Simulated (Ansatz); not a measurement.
Ansatz (a quantum-chemistry and plane-wave program) run on LiNbF6 (R3, 8 atoms in the cell): self-consistent single point

Method: LDA (PW92), default PAW files made with PBE (plane waves; Ansatz).

The input file:

Ansatz 0.2 input:
```yaml
crystal:
  lattice:
    - [2.57010200, 1.48384900, 4.57978800]
    - [-2.57010200, 1.48384900, 4.57978800]
    - [0.00000000, -2.96769800, 4.57978800]
  atoms:
    - { symbol: Li, position: [0.50363900, 0.50363900, 0.50363900] }
    - { symbol: Nb, position: [0.00000000, 0.00000000, 0.00000000] }
    - { symbol: F, position: [0.12815000, 0.75324700, 0.36355000] }
    - { symbol: F, position: [0.87185000, 0.24675300, 0.63645000] }
    - { symbol: F, position: [0.36355000, 0.12815000, 0.75324700] }
    - { symbol: F, position: [0.63645000, 0.87185000, 0.24675300] }
    - { symbol: F, position: [0.75324700, 0.36355000, 0.12815000] }
    - { symbol: F, position: [0.24675300, 0.63645000, 0.87185000] }
basis:
  ecutwfc: 420.0
kpoints:
  mp_grid: { grid: [6, 6, 6] }
hamiltonian:
  xc: lda
  pseudopotentials: { kind: paw }
scf:
  occupations: { method: fixed }
output:
  forces: true
  eigenvalues: true
  stress: true
```

Output, abridged:

```
WARN ansatz: RAYON_NUM_THREADS=1 ignored (pool sized by the plan → 1); use --threads N
Pseudopotentials: kind: paw
Pseudopotential: Li, paw, valence charge 3
Pseudopotential: Nb, paw, valence charge 13
Pseudopotential: F, paw, valence charge 7
Crystal: 8 atoms, lattice volume = 104.794 Å³
Basis set: ecut = 420 eV, 2073 PW (Γ)
Bands: 37, of which v1, the nominal top of the filled ones, is band 29 counted from 1 (28 counted from 0)
Symmetry: 3 space group operations
Space group: R3 (ITA 146), of the structure as read, at distance tolerance 4.7e-5 Å
k-points: 40 of 216 (time reversal used)
PAW frozen core: Nb, regenerated for the run's functional, and the local potential with it
PAW frozen core: F, regenerated for the run's functional, and the local potential with it
Initial density: superposition of atomic densities (neutral atoms: chi_scale 0, normalization atom), corrected by the library's trained network
Initial wavefunctions: pseudopotential atomic-orbital guess
Eigensolver: davidson
Functional: x = slater, c = lda
SCF iter   1: F=—  HF=-9415.011147 eV  |F-HF|=—  |Δ(HF+E_count)|=         —  Δρ=2.13e-2  dr2=3.68e-1  ethr=1.77e-3  ⟨swp⟩=4.9  Hψ=5353  notcnv=0  defer=199
all-band conjugate gradients solve this SCF's bands
preconditioner: auto → Resta (q_TF=auto, 2.472 Å⁻¹)
SCF iter   2: F=—  HF=-9414.928762 eV  |F-HF|=—  |Δ(HF+E_count)|=   8.24e-2  Δρ=7.75e-3  dr2=4.67e-2  ethr=6.35e-4  ⟨swp⟩=2.2  Hψ=2580  notcnv=0  defer=200
SCF iter   3: F=—  HF=-9414.918265 eV  |F-HF|=—  |Δ(HF+E_count)|=   1.05e-2  Δρ=2.43e-3  dr2=4.56e-3  ethr=8.05e-5  ⟨swp⟩=2.0  Hψ=2135  notcnv=0  defer=217
SCF iter   4: F=—  HF=-9414.916776 eV  |F-HF|=—  |Δ(HF+E_count)|=   1.49e-3  Δρ=4.60e-4  dr2=1.52e-4  ethr=7.87e-6  ⟨swp⟩=2.0  Hψ=2600  notcnv=0  defer=235
SCF iter   5: F=—  HF=-9414.916799 eV  |F-HF|=—  |Δ(HF+E_count)|=   2.34e-5  Δρ=2.94e-4  dr2=6.20e-5  ethr=2.62e-7  ⟨swp⟩=2.4  Hψ=2136  notcnv=0  defer=107
SCF iter   6: F=—  HF=-9414.916782 eV  |F-HF|=—  |Δ(HF+E_count)|=   1.76e-5  Δρ=6.13e-5  dr2=3.56e-6  ethr=1.07e-7  ⟨swp⟩=2.0  Hψ=2087  notcnv=0  defer=86
SCF iter   7: F=—  HF=-9414.916782 eV  |F-HF|=—  |Δ(HF+E_count)|=   2.09e-7  Δρ=2.19e-5  dr2=3.50e-7  ethr=6.14e-9  ⟨swp⟩=2.8  Hψ=2904  notcnv=0  defer=86
SCF iter   8: F=-9414.916782 eV  HF=-9414.916782 eV  |F-HF|=2.25e-8  |Δ(HF+E_count)|=   3.19e-7  Δρ=4.46e-6  dr2=3.05e-8  ethr=1.72e-10  ⟨swp⟩=11.2  Hψ=6630  notcnv=0
SCF 1 converged in 8 iterations: F = -9414.916782 eV  dr2 = 3.05e-8
SCF converged after 8 iterations
Free energy (F): -9414.916782 eV
Harris-Foulkes:  -9414.916782 eV  (|F-HF|=2.25e-8)
Internal energy: -9414.916782 eV  (E = F + TS)
E sigma→0 (E₀):  -9414.916782 eV
Fermi energy:    -0.173190 eV
--- Per-component energies (eV) ---
  E_band       = -654.017408
  E_kinetic    = 1635.166272
  E_local      = -5273.288954  (includes V_loc(G=0)·N_el)
  E_nonlocal   = 537.405577
  E_hartree    = 1896.212278
  E_xc         = -648.337269
  E_vxc        = -826.071140  (∫ρ·V_xc dr)
  E_paw        = -4104.755448  (= ΣΔE_a)
  E_vpaw       = -519.667557  (= ΣTr[D̂ρ^β])
  E_aug_tail   = 0.012074  (compensation charges beyond the density's cutoff)
  E_ewald      = -3458.436517
  E_core_change = 1.105205  (= ΣΔE_core)
  E_smearing   = -0.000000  (= −TS)
  E_closure    = 0.000000  (closes the sum)
  Σ components = -9414.916782   (vs F -9414.916782, Δ=0.00e0)
--- Forces (eV/Å), atoms counted from 1 ---
  atom   1  Li     0.00000000    -0.00000000    -0.11667347
  atom   2  Nb    -0.00000000    -0.00000000     0.19671908
  atom   3  F     -0.54993618     0.84905593    -0.69640298
  atom   4  F      0.53157782    -0.80947831     0.66972177
  atom   5  F     -0.46033592    -0.90078667    -0.69640298
  atom   6  F      0.43523987     0.86509906     0.66972177
  atom   7  F      1.01027209     0.05173074    -0.69640298
  atom   8  F     -0.96681769    -0.05562075     0.66972177
  max |Σ_I F_I| component: 2.00e-6 eV/Å
--- Stress (GPa, compression-positive) ---
       -8.961869       0.000000      -0.000000
       -0.000000      -8.961869       0.000000
       -0.000000       0.000000      -9.146749
  P = ⅓ Tr σ = -9.0235 GPa (-90.235 kbar)
  The stress holds the Pulay correction. Without it, at fixed plane waves, as pw.x and ABINIT print it: P = -9.9945 GPa
--- Band table (eV; the first three rows and the last of 40) ---
  k-point 0: bands = ["-53.7537", "-39.2165", "-30.0450", "-30.0450", "-30.0406", "-19.9331", "-19.6119", "-19.6119", "-18.9635", "-18.9261", "-18.9261", "-3.2708", "-3.2708", "-3.0903", "-2.7460", "-2.6519", "-2.6519", "-1.9880", "-1.9880", [...]
  k-point 1: bands = ["-53.7537", "-39.2165", "-30.0462", "-30.0452", "-30.0405", "-19.8886", "-19.6324", "-19.6222", "-18.9762", "-18.9369", "-18.9140", "-3.3436", "-3.2990", "-3.0165", "-2.8398", "-2.6779", "-2.6377", "-1.9971", "-1.7285", [...]
  k-point 2: bands = ["-53.7537", "-39.2165", "-30.0486", "-30.0456", "-30.0403", "-19.7891", "-19.6665", "-19.6384", "-19.0777", "-18.9111", "-18.8833", "-3.5173", "-3.4146", "-3.0352", "-2.7296", "-2.4740", "-2.4274", "-2.0584", "-1.5066", [...]
  k-point 39: bands = ["-53.7537", "-39.2166", "-30.0452", "-30.0452", "-30.0435", "-19.7551", "-19.6549", "-19.6549", "-19.1554", "-18.8749", "-18.8749", "-3.5965", "-3.5965", "-2.8221", "-2.3911", "-2.3911", "-2.2717", "-1.9660", "-1.4962", [...]
```

The run converged in 8 iterations.

The starting cell comes from a database of computed structures (which also holds hypothetical and non-ambient phases and stackings), without a prior relaxation at this level. Its lattice was rescaled by up to half a per cent. One atom was moved a little off its site on purpose. With a pressure of about -9 GPa the cell is away from its equilibrium volume at this level. Forces in this geometry exceed 1 eV/Å. Ansatz's pressure includes its estimate of the finite-basis (Pulay) stress. Without the estimate this run gives -9.99 GPa.
